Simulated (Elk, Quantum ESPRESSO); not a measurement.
A Quantum ESPRESSO input for a self-consistent single point of Re3Tc (P6_3/mmc, 8 atoms in the cell) (DFT, PBEsol, plane waves, PseudoDojo standard norm-conserving (PBESOL) pseudopotentials):

```fortran
&CONTROL
  calculation = 'scf'
  prefix = 'pwscf'
  outdir = './tmp'
  pseudo_dir = './'
  tprnfor = .true.
  tstress = .true.
/
&SYSTEM
  ibrav = 4
  celldm(1) = 10.144099096
  celldm(3) = 0.80863150550
  nat = 8
  ntyp = 2
  ecutwfc = 85
  occupations = 'smearing'
  smearing = 'gaussian'
  degauss = 0.0147
/
&ELECTRONS
  conv_thr = 1.0e-11
  mixing_beta = 0.7
/
ATOMIC_SPECIES
Tc    97.9072  Tc.upf
Re   186.2070  Re.upf
ATOMIC_POSITIONS {angstrom}
Tc    0.000000000    3.099231295    3.255566250
Tc    2.684013033    1.549615647    1.085188750
Re    0.000000000    1.548205497    1.085188750
Re    2.684013033    3.100641445    3.255566250
Re    4.027240776    0.774102749    3.255566250
Re   -1.343227743    3.874744194    1.085188750
Re    1.343227743    3.874744194    1.085188750
Re    1.340785291    0.774102749    3.255566250
K_POINTS {automatic}
4 4 5  0 0 0
```

Q: Translate this input to Elk.

A: One input that does it (others would too):

```
tasks
  0

xctype
  22

stype
  0

swidth
  0.00734986

maxscl
  100

avec
   10.1440990962   -0.0000000293    0.0000000000
   -5.0720495227    8.7850475305    0.0000000000
    0.0000000000    0.0000000000    8.2028381241

atoms
  2
  'Tc.in'
  2
  0.3333333333  0.6666666667  0.7500000000    0.0 0.0 0.0
  0.6666666667  0.3333333333  0.2500000000    0.0 0.0 0.0
  'Re.in'
  6
  0.1665160000  0.3330310000  0.2500000000    0.0 0.0 0.0
  0.8334860000  0.6669710000  0.7500000000    0.0 0.0 0.0
  0.8334860000  0.1665160000  0.7500000000    0.0 0.0 0.0
  0.1665160000  0.8334860000  0.2500000000    0.0 0.0 0.0
  0.6669710000  0.8334860000  0.2500000000    0.0 0.0 0.0
  0.3330310000  0.1665160000  0.7500000000    0.0 0.0 0.0

ngridk
  4 4 5
```

Basis settings and potentials, where a program has them, do not carry over. This input uses DFT, PBEsol, all-electron FP-LAPW, Elk's shipped species files, default APW+lo basis.

The starting cell comes from a database of computed structures (which also holds hypothetical and non-ambient phases and stackings), without a prior relaxation at this level. Its lattice was rescaled by a random factor within 2.5 % of one. For this run, on top of that: lattice scaled by 0.98.
